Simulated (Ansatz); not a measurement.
## Response to strain in GaSb

Take GaSb in the zinc blende structure (space group F-43m, No. 216; a = 6.1115 Å) as the base. Axes: x, y, z lie along the cube axes.

Strains are applied to the cell and any free atomic positions relax.

Level of theory: PBEsol in Ansatz (plane waves to 420 eV, PAW, no SOC).

Problem. Only one of these has no band gap. Which?
A. uniaxial strain ε_zz = −3.04 %
B. isotropic strain +1.16 %
C. isotropic strain −1.61 %
D. isotropic strain −1.59 %

Solution. B, isotropic strain +1.16 %. Computed: uniaxial strain ε_zz = −3.04 %: 0.10 eV; isotropic strain +1.16 %: zero; isotropic strain −1.59 %: 0.35 eV; isotropic strain −1.61 %: 0.35 eV

With Sb present, leaving out spin-orbit coupling can change the band edges. Whether these cells are dynamically stable was not tested. All final runs are without spin polarisation. The zero or small gap of GaSb can change with the level of theory.

Ansatz is an electronic-structure program.
